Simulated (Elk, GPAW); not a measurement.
An Elk input for a self-consistent single point of FeNi₃ (Pm-3m, 4 atoms in the cell) (DFT, PBE, all-electron FP-LAPW, Elk's shipped species files, default APW+lo basis):

```
tasks
  0

xctype
  20

spinpol
  .true.

reducebf
  0.5

rgkmax
  7.0

rmtscf
  0.93

nempty
  8

stype
  3

swidth
  0.00499791

avec
    6.6089750805    0.0000000000    0.0000000000
    0.0000000000    6.6089750805    0.0000000000
    0.0000000000    0.0000000000    6.6089750805

atoms
  2   : nspecies
  'Fe.in'   : spfname
  1   : natoms; atposl, bfcmt below
  0.0000000000  0.0000000000  0.0000000000    0.0 0.0 -1.0
  'Ni.in'   : spfname
  3   : natoms; atposl, bfcmt below
  0.0000000000  0.5000000000  0.5000000000    0.0 0.0 -0.5
  0.5000000000  0.0000000000  0.5000000000    0.0 0.0 -0.5
  0.5000000000  0.5000000000  0.0000000000    0.0 0.0 -0.5

ngridk
  9 9 9
```

**Question.** Give the GPAW input for the same structure, mesh, smearing and functional.

**Answer.** This is the input that was run; spellings and numerical settings could be chosen otherwise.

```python
from ase import Atoms
from ase.units import GPa
from gpaw import GPAW

atoms = Atoms(['Fe', 'Ni', 'Ni', 'Ni'],
              cell=[[3.497319, 0.000000, 0.000000],
                    [0.000000, 3.497319, 0.000000],
                    [0.000000, 0.000000, 3.497319]],
              positions=[[0.000000, 0.000000, 0.000000],
                         [0.000000, 1.748660, 1.748660],
                         [1.748660, 0.000000, 1.748660],
                         [1.748660, 1.748660, 0.000000]],
              pbc=True)

atoms.set_initial_magnetic_moments([4.0, 2.0, 2.0, 2.0])

calc = GPAW(spinpol=True,
            mode={'name': 'pw', 'ecut': 800},
            xc='PBE',
            kpts=(9, 9, 9),
            occupations={'name': 'fermi-dirac', 'width': 0.136},
            nbands=-12,
            symmetry={'symmorphic': False, 'tolerance': 0.0005},
            maxiter=100)

atoms.calc = calc

energy = atoms.get_potential_energy()
print('Energy (eV):', round(energy, 6))
forces = atoms.get_forces()
print('Forces (eV/Ang):')
print(forces.round(5))
stress = atoms.get_stress()
print('Stress (GPa, Voigt):', (stress / GPa).round(4))
```

Basis settings and potentials, where a program has them, do not carry over. This input uses DFT PBE, plane waves, GPAW PAW datasets PBE (gpaw-data 1.0.1). Both were run: size of the net moment 1.17 μB/atom in Elk and 1.17 in GPAW.

On Elk: the starting cell comes from a database of computed structures (which also holds hypothetical and non-ambient phases and stackings), without a prior relaxation at this level. Its lattice was rescaled by a random factor within 2.5 % of one. For this run, on top of that: lattice scaled by 0.98. The magnetic order is the one reached from the typed start; others were not searched systematically. Values depend on the basis (sphere radii, cutoffs, local orbitals), which need not be converged.

On GPAW: the starting cell comes from a database of computed structures (which also holds hypothetical and non-ambient phases and stackings), without a prior relaxation at this level. Its lattice was rescaled by a random factor within 2.5 % of one. For this run, on top of that: lattice scaled by 0.98. The magnetic order is the one reached from the typed start; others were not searched systematically. With a pressure of about 11 GPa the cell is away from its equilibrium volume at this level.
